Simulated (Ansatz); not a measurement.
# Mo, pressure series

Base system: Mo in the bcc (W type) structure (space group Im-3m, No. 229; a = 3.161 Å).

Cell and atoms are relaxed at each pressure.

Level of theory: PBE, PAW, 420 eV (Ansatz, an electronic-structure program; without spin-orbit coupling), earlier PAW set.

```csv
pressure (GPa),volume per atom (Å³/atom)
-2,15.914
-1,15.851
0,15.789
1.8,15.681
4.2,15.543
9,15.285
18,14.855
30,?
45,13.847
```

**Question.** Fit the third-order Birch–Murnaghan form P(V) = (3B₀/2)[(V₀/V)^(7/3) − (V₀/V)^(5/3)]·[1 + (3/4)(B₀′ − 4)((V₀/V)^(2/3) − 1)] (squares taken in P) to the rows shown and predict the withheld row.

**Answer.** Least squares on the printed values gives V₀ = 15.789 Å³/atom, B₀ = 259 GPa, B₀′ = 4.3; this predicts 14.363 Å³/atom, and the run gives 14.365 Å³/atom, 0.002 higher.

Load acts through the strain it causes; cell and atoms are relaxed under it. No phonon test of stability was made. Competing high-pressure phases were not computed. All final runs are without spin polarisation.
